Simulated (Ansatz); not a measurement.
## Ca2RuO4 (space group Cmce, No. 64; ferromagnetic; a cell from a computed database, its experimental status unchecked)

```yaml
crystal:
  lattice:
    - [6.20796, -2.61750, 0.00000]
    - [6.20796, 2.61750, 0.00000]
    - [0.00000, 0.00000, 5.23535]
  atoms:
    - { symbol: Ca, position: [0.65346, 0.65346, 0.00000] }
    - { symbol: Ca, position: [0.34654, 0.34654, 0.00000] }
    - { symbol: Ca, position: [0.84654, 0.84654, 0.50000] }
    - { symbol: Ca, position: [0.15346, 0.15346, 0.50000] }
    - { symbol: Ru, position: [0.00000, 0.00000, 0.00000] }
    - { symbol: Ru, position: [0.50000, 0.50000, 0.50000] }
    - { symbol: O, position: [0.33416, 0.33416, 0.50000] }
    - { symbol: O, position: [0.66584, 0.66584, 0.50000] }
    - { symbol: O, position: [0.16584, 0.16584, 0.00000] }
    - { symbol: O, position: [0.83416, 0.83416, 0.00000] }
    - { symbol: O, position: [0.18434, 0.81566, 0.68434] }
    - { symbol: O, position: [0.81566, 0.18434, 0.31566] }
    - { symbol: O, position: [0.31566, 0.68434, 0.18434] }
    - { symbol: O, position: [0.68434, 0.31566, 0.81566] }
```

The values are results of PBEsol/PAW in Ansatz (a first-principles code), no spin-orbit coupling, not measurements. k-mesh 8×8×7 (Γ-centred); smearing 0.05 eV (Fermi–Dirac).

| Property | Result |
|---|---|
| Volume per atom | 12.15 Å³ |
| Density | 4.79 g/cm³ |
| Band gap | zero |
| Magnetic state | ferromagnetic |
| Total energy | -1664.649 eV/atom (σ→0; compares only within this code and set-up) |

Other magnetic orders, which the real material may have, were not ruled out. No phonon test of stability was made. No Hubbard U is applied, and correlation can decide whether such a compound is a metal.
